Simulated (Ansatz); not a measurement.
Data:

End structure of a constructed model of the (111)B surface of zinc-blende GaP, P-terminated, 2x2 In adatom at T4 (bottom of the slab: 3 H on 4 bottom sites):

```
CELL_PARAMETERS angstrom
      7.78845     0.00000     0.00000
     -3.89423     6.74500     0.00000
      0.00000     0.00000    30.00000
ATOMIC_POSITIONS crystal
  Ga 0.32889 0.17111 0.31877
  Ga 0.84219 0.17127 0.31878
  Ga 0.32873 0.65781 0.31878
  Ga 0.83275 0.66725 0.33863
  P  0.16674 0.33326 0.34913
  P  0.66194 0.32438 0.34796
  P  0.17562 0.83806 0.34796
  P  0.66170 0.83830 0.34772
  Ga 0.16667 0.33333 0.42784
  Ga 0.66667 0.33333 0.42784
  Ga 0.16667 0.83333 0.42784
  Ga 0.66667 0.83333 0.42784
  P  0.00000 0.00000 0.45434
  P  0.50000 0.00000 0.45434
  P  0.00000 0.50000 0.45434
  P  0.50000 0.50000 0.45434
  Ga 0.98884 0.99404 0.53372
  Ga 0.50543 0.99457 0.53384
  Ga 0.99978 0.50022 0.53495
  Ga 0.50596 0.51116 0.53372
  P  0.33325 0.16675 0.55062
  P  0.83379 0.16734 0.56297
  P  0.33266 0.66621 0.56297
  P  0.83368 0.66632 0.56317
  Ga 0.33320 0.16680 0.62650
  Ga 0.82301 0.14635 0.64505
  Ga 0.35365 0.67699 0.64505
  Ga 0.82300 0.67700 0.64517
  P  0.17343 0.32657 0.66371
  P  0.65278 0.32656 0.66372
  P  0.17344 0.84722 0.66372
  P  0.66647 0.83353 0.67908
  H  0.33215 0.16785 0.26669
  H  0.83685 0.17048 0.26669
  H  0.32952 0.66315 0.26669
  In 0.33328 0.16672 0.71864
```

Set-up: 36 atoms, 13.9 Å thick at the start with caps and adatoms (thin: gaps and levels are the slab's own); mesh 3x3x1; 0.025 eV smearing; dipole correction on; 8 atoms held, the rest relaxed; held to the start's symmetry, so lower structures may exist; no spin, no spin-orbit, no U. In PBE it lies 0.03 eV a 1x1 cell over the lowest computed structure of the same composition (2x2 In adatom at H3).

Q: Give the gap of the slab on its k-mesh at the level PBE in Ansatz (an electronic-structure program).

A: 0.33 eV

Q: What is the computed highest filled level below the top vacuum level (PBE)?

A: 4.55 eV
